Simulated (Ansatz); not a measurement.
CaTiO3 (Pnma, No. 62), treated with PBEsol (plane waves, PAW; Ansatz, a first-principles code).

Numerical settings: plane-wave cutoff 520 eV, 6×6×6 k mesh, Fermi–Dirac smearing 0.01 eV, no spin polarisation, scalar-relativistic PAW data made under PBE.

Cell (relaxed with PBEsol):

CaTiO$_{3}$ has the orthorhombic space group Pnma (No. 62), Pearson symbol oP20. Conventional cell: a = 5.4378 Å, b = 7.5917 Å, c = 5.3361 Å, α = β = γ = 90.00°. Ca on 4c has 4 O at 2.323–2.417 Å and 4 O at 2.560–2.659 Å and 2 O at 3.060–3.104 Å (no clear gap to further neighbours). Ti on 4b sees 6 O at 1.948–1.959 Å (octahedral). O1 on 4c has 2 Ti at 1.948 Å and 2 Ca at 2.323–2.417 Å and 2 Ca at 3.060–3.104 Å. O2 on 8d sees 2 Ti at 1.952–1.959 Å and 1 Ca at 2.352 Å and 2 Ca at 2.560–2.659 Å. (Neighbours: up to the widest gap in distance over summed covalent radii, below 1.35, at either atom; cation-cation and far metal-metal contacts left out.)

### Question
What does this level give for the band gap?

### Answer

- band gap: 2.43 eV (direct)

Static lattice: no zero-point or thermal effects.
